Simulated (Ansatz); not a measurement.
The reference is BeSe in the zinc blende structure (space group F-43m, No. 216; a = 5.129 Å).

Levels (all Ansatz, an electronic-structure program, PAW): PBEsol (420 eV, without spin-orbit coupling); HSE06 (420 eV, no spin-orbit coupling).

Its gap is 2.47 eV with PBEsol and 3.45 eV with HSE06.

Modification: Mg takes the place of Be on all its sites; the structure is relaxed again.

With PBEsol the gap becomes 2.52 eV.

Problem. If the HSE06 correction stayed the same, what would the HSE06 gap be, and what does the HSE06 run give?

Solution. A rigid correction of +0.98 eV gives 3.50 eV. The HSE06 run gives 3.64 eV, so the correction itself changes by +0.14 eV.

Single points use the geometry relaxed with PBEsol. The hybrid gap comes from the SCF mesh plus the semilocal run's edge points and a few special points and is an upper bound. Whether these cells are dynamically stable was not tested. For MgSe in this form, whether it has been made was not checked. This is not the structure that MgSe has at room temperature and ambient pressure.
